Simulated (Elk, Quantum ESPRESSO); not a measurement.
A Quantum ESPRESSO input for a self-consistent single point of ZnGe3 (Pm-3m, 4 atoms in the cell) (DFT, PBEsol, spin-orbit coupling, plane waves, PSlibrary fully relativistic ultrasoft (PBE) pseudopotentials):

```fortran
&CONTROL
 calculation = 'scf'
 prefix = 'ZnGe3'
 outdir = './work'
 pseudo_dir = './'
 tprnfor = .true.
 tstress = .true.
/
&SYSTEM
 ibrav = 0
 nat = 4
 ntyp = 2
 ecutwfc = 50
 ecutrho = 300
 occupations = 'smearing'
 smearing = 'gaussian'
 degauss = 0.0099958
 noncolin = .true.
 lspinorb = .true.
 input_dft = 'pbesol'
/
&ELECTRONS
 conv_thr = 1.0e-11
/
ATOMIC_SPECIES
Zn    65.3800  Zn.rel-pbe-dn-rrkjus_psl.1.0.0.UPF
Ge    72.6300  Ge.rel-pbe-n-rrkjus_psl.1.0.0.UPF
ATOMIC_POSITIONS {bohr}
Zn    0.000000000    0.000000000    0.000000000
Ge    0.000000000    3.989552000    3.989552000
Ge    3.989552000    0.000000000    3.989552000
Ge    3.989552000    3.989552000    0.000000000
K_POINTS {automatic}
10 10 10  0 0 0
CELL_PARAMETERS {bohr}
   7.979104000     0.000000000     0.000000000
   0.000000000     7.979104000     0.000000000
   0.000000000     0.000000000     7.979104000
```

Problem. Translate this input to Elk.

Solution. This is the input that was run; spellings and numerical settings could be chosen otherwise.

```
tasks
  0

xctype
  22

spinorb
  .true.

rgkmax
  8.0

gmaxvr
  16.0

nxlo
  2

lorbcnd
  .true.

lmaxi
  2

nempty
  10

stype
  0

swidth
  0.00499791

avec
    7.9791039996    0.0000000000    0.0000000000
    0.0000000000    7.9791039996    0.0000000000
    0.0000000000    0.0000000000    7.9791039996

atoms
  2   : nspecies
  'Zn.in'   : spfname
  1   : natoms; atposl, bfcmt below
  0.0000000000  0.0000000000  0.0000000000    0.0 0.0 0.0
  'Ge.in'   : spfname
  3   : natoms; atposl, bfcmt below
  0.0000000000  0.5000000000  0.5000000000    0.0 0.0 0.0
  0.5000000000  0.0000000000  0.5000000000    0.0 0.0 0.0
  0.5000000000  0.5000000000  0.0000000000    0.0 0.0 0.0

ngridk
  10 10 10
```

Basis, cutoffs, solver keys and any potentials are the target program's own. This input uses DFT, PBEsol, spin-orbit coupling in second variation, all-electron FP-LAPW, Elk's shipped species files, APW+lo basis with extra local orbitals.

The starting cell comes from a database of computed structures (which also holds hypothetical and non-ambient phases and stackings), without a prior relaxation at this level.
